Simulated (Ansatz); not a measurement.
BN, response to strain

Take BN (space group P6_3/mmc, No. 194; a = 2.500 Å, c = 6.412 Å; layered, stacked along the Cartesian z axis) as the base. Axes: x lies along a and z along c of the hexagonal cell.

Strains are applied to the cell and any free atomic positions relax.

Calculations: PBEsol-D3(BJ) (Ansatz, a first-principles code; PAW; 420 eV plane waves; no spin-orbit coupling).

Candidates:
(a) uniaxial strain ε_xx = +1.20 %
(b) uniaxial strain ε_xx = +0.60 %
(c) uniaxial strain ε_xx = +1.80 %
(d) uniaxial strain ε_xx = +2.40 %
(e) uniaxial strain ε_xx = +3.00 %

Before the change:

| Property | Value |
|---|---|
| Smallest direct gap | 4.49 eV |

Problem. Order them by smallest direct gap, highest first.

Solution. (b) uniaxial strain ε_xx = +0.60 % (4.45 eV), (a) uniaxial strain ε_xx = +1.20 % (4.40 eV), (c) uniaxial strain ε_xx = +1.80 % (4.35 eV), (d) uniaxial strain ε_xx = +2.40 % (4.31 eV), (e) uniaxial strain ε_xx = +3.00 % (4.26 eV)

Stability against distortions was not tested.
